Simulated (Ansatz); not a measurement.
The gap is the functional's own, uncorrected, and κ follows it; spin-orbit coupling is left out. Mid-gap values are interpolated between the computed energies.

A. SiO2 (P3_121, 9 atoms a cell, 12.6 Å³ an atom), along the normal of (110)
B. VBiO4 (I4_1/a, 12 atoms a cell, 12.7 Å³ an atom), along the normal of (110)
C. AgCl (Fm-3m, rock salt, 2 atoms a cell, 21.3 Å³ an atom), along the normal of (001)

Question: Rank these by mid-gap decay constant of the slowest evanescent state (highest first), as r2SCAN (Ansatz, a first-principles code) gives it.

Answer: A (0.51 1/Å), B (0.31 1/Å), C (0.23 1/Å)
